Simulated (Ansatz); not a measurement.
## SrZrO3 (Imma, No. 74, 10 atoms in the cell; start mp-1080575; a measured phase of this formula has another space group)

These are HSE06+SOC (Ansatz, a program for electronic structure, plane waves, PAW) values and carry that method's errors.

Numerical settings: plane-wave cutoff 460 eV, 6×6×6 k mesh, Fermi–Dirac smearing 0.01 eV, PAW data made under PBE.

Cell (relaxed with PBEsol):

SrZrO₃ is modelled in the orthorhombic space group Imma (No. 74), Pearson symbol oI20. Lattice parameters: a = 5.796 Å, b = 8.135 Å, c = 5.813 Å, α = 90.00°, β = 90.00°, γ = 90.00°. Sr on 4e has 5 O at 2.480–2.596 Å and 2 O at 2.952 Å and 5 O at 3.203–3.334 Å. Zr on 4a sees 6 O at 2.088–2.093 Å (octahedral). O1 on 4e sees 2 Zr at 2.093 Å and 1 Sr at 2.480 Å and 2 Sr at 2.952 Å and 1 Sr at 3.334 Å. O2 on 8g is coordinated by 2 Zr at 2.088 Å and 2 Sr at 2.596 Å and 2 Sr at 3.203 Å. (Neighbours: up to the widest gap in distance over summed covalent radii, below 1.35, at either atom; cation-cation and far metal-metal contacts left out.)
(The calculation used a cell of 10 atoms; values per cell refer to that cell.)

- band gap = 5.19 eV (on the SCF k mesh) (indirect)
- smallest direct gap on the k points sampled = 5.32 eV

Note: cell and atoms aren't relaxed at this level (pressure 1.2 GPa).

Static lattice: no zero-point or thermal effects.

A start named mp-… is a Materials Project structure, which need not be a measured phase.
